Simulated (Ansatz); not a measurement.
**A computed series for MoS2: pressure series**

Take MoS2 in the 3R-MoS2 type structure (space group R3m, No. 160; a = 3.175 Å, c = 18.585 Å (hexagonal axes); layered, stacked along the Cartesian z axis) as the base.

Cell and atoms are relaxed at each pressure.

Computed with r2SCAN+rVV10 (Ansatz, a first-principles code, PAW, no spin-orbit coupling).

Candidates:
(a) pressure −1 GPa
(b) pressure 7.5 GPa
(c) pressure 1.5 GPa
(d) pressure 0.7 GPa
(e) pressure 10 GPa

Base values:

```
Item        Value
--------  -------
Band gap  1.02 eV
```

Problem. Order them by band gap, highest first.

Solution. (a) pressure −1 GPa (1.10 eV), (d) pressure 0.7 GPa (0.96 eV), (c) pressure 1.5 GPa (0.90 eV), (b) pressure 7.5 GPa (0.59 eV), (e) pressure 10 GPa (0.49 eV)

Load acts through the strain it causes; cell and atoms are relaxed under it. No phonon test of stability was made. No other phases were tried under pressure.
